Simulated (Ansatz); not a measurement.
# SiO2, response to strain

Start from SiO2 in the rutile structure (space group P4_2/mnm, No. 136; a = 4.155 Å, c = 2.661 Å).

Strains are applied to the cell and any free atomic positions relax.

Calculations: LDA in Ansatz (plane waves to 420 eV, PAW, no SOC).

Notes on the quantities. pressure: mean of the normal stresses, compression positive.

```tsv
isotropic strain (%)	pressure (GPa)
0	0.0
0.6	-5.5
1.2	-10.5
1.8	-15.2
2.4	?
3	-23.2
```

Task: Fit P = P₀ − Bδ + Cδ² with δ = (1 + ε)³ − 1 to the rows shown and predict the withheld row.

Result: Least squares on the printed values gives P₀ = 0.0 GPa, B = 314 GPa (at held cell shape), C = 688 GPa (largest residual 0.0 GPa); this predicts -19.4 GPa, and the run gives -19.4 GPa, in agreement.

Whether these cells are dynamically stable was not tested.

Ansatz is an electronic-structure program.
